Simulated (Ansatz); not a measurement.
A computed series for GaSe: carrier doping

Take GaSe (space group P6_3/mmc, No. 194; a = 3.769 Å, c = 15.961 Å; layered, stacked along the Cartesian z axis) as the base.

Carriers are added at fixed cell with a uniform background; the Fermi–Dirac width is that of 300 K.

Level of theory: plane-wave PAW DFT at the PBE-D3(BJ) level (Ansatz, a first-principles code, 420 eV), without spin-orbit coupling.

Notes on the quantities. Fermi level from band edge: Fermi level relative to the doped band's edge (positive inside the band; to 0.05 eV).

| case | Fermi level from band edge | largest internal atomic displacement | gap between the host's bands |
|---|---|---|---|
| undoped | – | – | 0.87 eV |
| electrons 3.0×10^21 cm⁻³ | +0.65 eV | 0.038 Å | 0.87 eV |
| electrons 5.0×10^21 cm⁻³ | +0.75 eV | 0.065 Å | 0.87 eV |
| electrons 1.0×10^22 cm⁻³ | +1.05 eV | 0.144 Å | 0.70 eV |
| holes 3.0×10^21 cm⁻³ | +0.85 eV | 0.017 Å | 0.85 eV |
| holes 5.0×10^21 cm⁻³ | +1.05 eV | 0.030 Å | 0.83 eV |
| holes 1.0×10^22 cm⁻³ | +1.40 eV | 0.078 Å | 0.70 eV |

Charged cell with a jellium background: band edges are those of the host's band count, energies are not comparable with the neutral cell, and many-body gap narrowing is missing. No phonon test of stability was made.
